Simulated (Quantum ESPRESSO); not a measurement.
**Effort and miss along a sweep of ecutwfc: YNi₂Ge₂ (I4/mmm, 5 atoms in the cell)**

```
CELL_PARAMETERS angstrom
     -2.02351     2.02351     4.85139
      2.02351    -2.02351     4.85139
      2.02351     2.02351    -4.85139
ATOMIC_POSITIONS crystal
  Y  0.00000 0.00000 0.00000
  Ni 0.25000 0.75000 0.50000
  Ni 0.75000 0.25000 0.50000
  Ge 0.62937 0.62937 0.00000
  Ge 0.37063 0.37063 0.00000
```

Method: PBEsol, PSlibrary ultrasoft (PBE) pseudopotentials (plane waves; Quantum ESPRESSO).

Base settings: ecutwfc = 50 Ry; ecutrho = 350 Ry; occupations = smearing; smearing = marzari-vanderbilt; degauss = 0.019992 Ry; input_dft = pbesol; K_POINTS = automatic 9 9 9 0 0 0; conv_thr = 1e-10 Ry; mixing_beta = 0.4.

Misses are taken against the tightest run, 75 Ry (ecutrho: 350 Ry → 525 Ry), which need not be fully converged itself. The energy is the free energy per atom.

The count of work is k-points × plane waves × bands × iterations; it is no time, and leaves out set-up, grids and terms that scale otherwise. Core times come from one kind of shared machine and are given to one figure; runs under 30 s give none.

The starting cell comes from a database of computed structures (which also holds hypothetical and non-ambient phases and stackings), without a prior relaxation at this level. Spin polarisation is off.

```csv
ecutwfc,energy less reference (meV/atom),pressure less reference (GPa),largest difference in the force on any atom (eV/Å),count of work / reference,core time / reference (rough)
20 Ry (ecutrho: 350 Ry → 140 Ry),2977.69,-137.22,0.052,0.14,0.2
25 Ry (ecutrho: 350 Ry → 175 Ry),469.32,-31.04,0.018,0.17,0.2
30 Ry (ecutrho: 350 Ry → 210 Ry),72.29,-4.36,0.003,0.25,0.3
35 Ry (ecutrho: 350 Ry → 245 Ry),35.46,-0.04,0.008,0.30,0.4
40 Ry (ecutrho: 350 Ry → 280 Ry),29.44,-0.41,0.003,0.39,0.6
45 Ry (ecutrho: 350 Ry → 315 Ry),17.43,-0.64,0.001,0.47,0.5
50 Ry,7.86,-0.37,0.001,0.55,0.7
57 Ry (ecutrho: 350 Ry → 399 Ry),2.93,-0.02,0.000,0.66,0.7
65 Ry (ecutrho: 350 Ry → 455 Ry),1.76,0.02,0.000,0.75,0.9
75 Ry (ecutrho: 350 Ry → 525 Ry),0.00,0.00,0.000,1.0,1
```

Coarsest setting among those run that, with all tighter ones, holds the energy within 20 meV/atom of the reference: 45 Ry (ecutrho: 350 Ry → 315 Ry), off by 17 meV/atom; its saving against the reference is no more than about a factor of 2 in the count of work.

Coarsest setting among those run that, with all tighter ones, holds the energy within 10 meV/atom of the reference: 50 Ry, off by 7.9 meV/atom; its saving against the reference is no more than about a factor of 2 in the count of work.

Smallest miss in the energy for at most 0.2 times the reference's count of work: 25 Ry (ecutrho: 350 Ry → 175 Ry), with a miss of 470 meV/atom at a count of 0.17.

The step from 25 Ry (ecutrho: 350 Ry → 175 Ry) to 57 Ry (ecutrho: 350 Ry → 399 Ry): it takes the miss in the energy from 470 to 2.9 meV/atom, for 3.9 times the count of work and roughly 3 times the time.
